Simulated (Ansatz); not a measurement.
Start from MoS$_{2}$ (space group R3m, No. 160; a = 3.175 Å, c = 18.586 Å (hexagonal axes); layered, stacked along the Cartesian z axis).

The values are results of r2SCAN+rVV10 (Ansatz, a first-principles code; PAW; 500 eV plane waves; no SOC), earlier PAW set, not measurements.

For the base:

- Gap between the host's bands = 1.02 eV

The change: hole doping at 7.0×10^21 cm⁻³ (0.379 per cell), with a uniform compensating background at fixed cell and a 300 K Fermi–Dirac width.

**Question.** Estimate the effect on the Fermi level from band edge.

**Answer.** The Fermi level relative to the doped band's edge (positive inside the band; to 0.05 eV) amounts to +1.05 eV.

**Question.** What does the calculation give for the gap between the host's bands after the change?

**Answer.** The gap between the host's bands shrinks by 0.088 eV (1.02 eV → 0.94 eV).

Charged cell with a jellium background: band edges are those of the host's band count, energies are not comparable with the neutral cell, and many-body gap narrowing is missing. Stability against distortions was not tested.
